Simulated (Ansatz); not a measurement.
**Several settings converged on TiAl (P4mm, 2 atoms in the cell)**

```yaml
crystal:
  lattice:
    - [3.16316, 0.00000, 0.00000]
    - [0.00000, 3.16316, 0.00000]
    - [0.00000, 0.00000, 3.16316]
  atoms:
    - { symbol: Ti, position: [0.00000, 0.00000, 0.01581] }
    - { symbol: Al, position: [0.50000, 0.50000, 0.50000] }
```

Base method: PBEsol, default PAW files made with PBE (plane waves; Ansatz, a first-principles code).

Base settings: basis.ecutwfc = 420 eV; kpoints.mp_grid.grid = 10 10 10; hamiltonian.xc = pbesol; hamiltonian.pseudopotentials = {kind: paw} (the program's default PAW files); scf.occupations.method = gaussian; scf.occupations.width = 0.1 eV.

**The width of Gaussian smearing**

In this ladder: kpoints.mp_grid.grid = 16 16 16.

Narrow widths need finer meshes than wide ones, so the last steps can hold mesh noise.

Only quantities that move along the ladder and can be compared are tabulated; pressure and forces are left out, as mesh noise rules them at narrow widths.

```tsv
scf.occupations.width	free energy less the last step's (meV/atom)	energy extrapolated to zero width less the last step's (meV/atom)
1 eV	-260.45	-16.11
0.5 eV	-70.21	-4.15
0.3 eV	-26.30	-1.64
0.2 eV	-11.82	-0.77
0.1 eV	-2.53	-0.11
0.05 eV	0.00	0.00
```

Widest scf.occupations.width that holds the free energy within 5 meV/atom: not settled: the last two steps still differ by 2.5 meV/atom, over half the tolerance, so the ladder does not show it.

Widest scf.occupations.width that holds the energy extrapolated to zero width within 0.5 meV/atom of the last step, with all finer ones: 0.1 eV; the step before is off by 0.77 meV/atom.

The extrapolation to zero width removes most of the smearing's effect on the energy.

**The width of cold smearing**

In this ladder: kpoints.mp_grid.grid = 16 16 16; scf.occupations.method = cold.

Narrow widths need finer meshes than wide ones, so the last steps can hold mesh noise.

Only quantities that move along the ladder and can be compared are tabulated; pressure and forces are left out, as mesh noise rules them at narrow widths.

| scf.occupations.width | free energy less the last step's (meV/atom) |
|---|---|
| 1 eV | -60.55 |
| 0.5 eV | -16.72 |
| 0.3 eV | -4.64 |
| 0.2 eV | -1.51 |
| 0.1 eV | -0.13 |
| 0.05 eV | 0.00 |

Widest scf.occupations.width that holds the free energy within 0.5 meV/atom of the last step, with all finer ones: 0.1 eV; the step before is off by 1.5 meV/atom.

On the base run: the starting cell comes from a database of computed structures (which also holds hypothetical and non-ambient phases and stackings), without a prior relaxation at this level. Its lattice was rescaled by up to half a per cent. One atom was moved a little off its site on purpose. Spin polarisation is off. Ansatz's pressure includes its estimate of the finite-basis (Pulay) stress.

Left out of this page: 4 runs of the series outside the window shown, repeating another row's setting, or not comparable.

Keys are those of Ansatz 0.2.
